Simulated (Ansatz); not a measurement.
**SiC (model structure, started from the GeS type, Pnma, No. 62, 8 atoms in the cell): band gap by level of theory**

No measured value is used here.

```csv
level (code),value (eV)
LDA (Ansatz),2.48 (indirect)
PBEsol (Ansatz),2.49 (indirect)
r²SCAN (Ansatz),2.99 (indirect)
```

Computed values are for a static lattice.  LDA, PBEsol, r²SCAN: the gap is read on the k mesh or supercell of the run alone and can be too large. Values are at the PBEsol cell. Cutoffs differ between the levels. Ansatz's density-functional and Hartree–Fock values are scalar-relativistic unless marked +SOC, with PAW data made under PBE.

A model structure was made by putting elements into a prototype or built by hand; it is no filed structure, need not be a known phase, and can be a saddle point held by its symmetry.

Ansatz is an electronic-structure program.
